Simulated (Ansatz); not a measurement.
All values below come from PBE (plane waves to 420 eV, PAW; Ansatz, a program for electronic structure).

Electrostatic potential energy of an electron, averaged over planes parallel to the surface, in eV from the Fermi level, for the (21-33) surface of hcp Lu in its 1x1 cell, outermost plane spacing 0.16 Å in the ideal cut:

(z (Å), V (eV)): (3.76, 3.15); (4.04, 3.15); (4.33, 3.15); (4.62, 3.14); (4.91, 3.13); (5.20, 3.12); (5.49, 3.09); (5.78, 3.05); (6.07, 2.97); (6.36, 2.83); (6.64, 2.58); (6.93, 2.15); (7.22, 1.41); (7.51, -0.05); (7.80, -2.42); (8.09, -4.92); (8.38, -6.88); (8.67, -8.01); (8.96, -8.15); (9.24, -7.70); (9.53, -7.45); (9.82, -7.29); (10.11, -7.25); (10.40, -7.50); (10.69, -7.59); (10.98, -7.40); (11.27, -7.40); (11.56, -7.46); (11.84, -7.24); (12.13, -6.98); (12.42, -6.90); (12.71, -6.82); (13.00, -6.76); (13.29, -6.82); (13.58, -6.90); (13.87, -6.98); (14.16, -7.24); (14.44, -7.46); (14.73, -7.40); (15.02, -7.40); (15.31, -7.59); (15.60, -7.50); (15.89, -7.25); (16.18, -7.29); (16.47, -7.45); (16.76, -7.70); (17.04, -8.15); (17.33, -8.01); (17.62, -6.88); (17.91, -4.92); (18.20, -2.42); (18.49, -0.05); (18.78, 1.41); (19.07, 2.15); (19.36, 2.58); (19.64, 2.83); (19.93, 2.97); (20.22, 3.05); (20.51, 3.09); (20.80, 3.12); (21.09, 3.13); (21.38, 3.14); (21.67, 3.15); (21.96, 3.15); (22.24, 3.15)

Set-up: 22 atoms, 9.9 Å thick at the start (thin: gaps and levels are the slab's own); mesh 6x4x1; 0.1 eV smearing; dipole correction on; all atoms relaxed; symmetry of the start imposed; no spin, no spin-orbit, no U.

The vacuum level lies 3.15 eV above the Fermi level over the top face and 3.15 eV above it under the bottom face.
